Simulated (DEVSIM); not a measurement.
System: abrupt Si p-n junction, at 400 K.

Layer 1 from the left is Si, thickness (μm) 0.390, Na (cm⁻³) 1.8e19, τn (s) 0.00078, τp (s) 0.00078. Layer 2 from the left is Si, thickness (μm) 7.60, Nd (cm⁻³) 2.1e14, τn (s) 0.00078, τp (s) 0.00078.

Left contact: ohmic. Right contact: ohmic. Voltage is applied to the left contact. Recombination: SRH at mid-gap, radiative. Mobility is constant in doping.

This is a model device: material constants are rounded textbook-type values typed into the input, and sizes, dopings and lifetimes were drawn at random. Values at 300 K; Nc and Nv go as T^1.5, mobilities as T to minus their exponent, the gap by Varshni's rule with the affinity fixed.

Si: gap (eV) 1.124, affinity (eV) 4.05, permittivity 11.7, Nc (cm⁻³) 2.86e19, Nv (cm⁻³) 3.1e19, μn (cm²/Vs) 1417, μp (cm²/Vs) 470, T exponent of μn 2.3, T exponent of μp 2.2, B (cm³/s) 4.7e-15, Varshni α (eV/K) 0.000473, Varshni β (K) 636.

Q: Estimate by hand the built-in potential, the peak field at zero bias, and compare with a numerical solution.

A: 
- Built-in potential: ni = √(Nc Nv) exp(−Eg/2kT) = 5.68e12 cm⁻³ with Eg = 1.096 eV; Vbi = kT/q ln(Na Nd/ni²) = 0.640 V; numerical 0.640 V.
- Peak field at zero bias: depletion approximation: W = √(2εVbi/(qN)) = 1.99 μm with N = 2.10e14 cm⁻³; field = 2Vbi/W = 6450 V/cm; numerical 268000 V/cm (estimate below by 98 %).

DEVSIM, 1D drift-diffusion, Boltzmann statistics, complete ionisation; no tunnelling, impact ionisation, image-force lowering or self-heating.
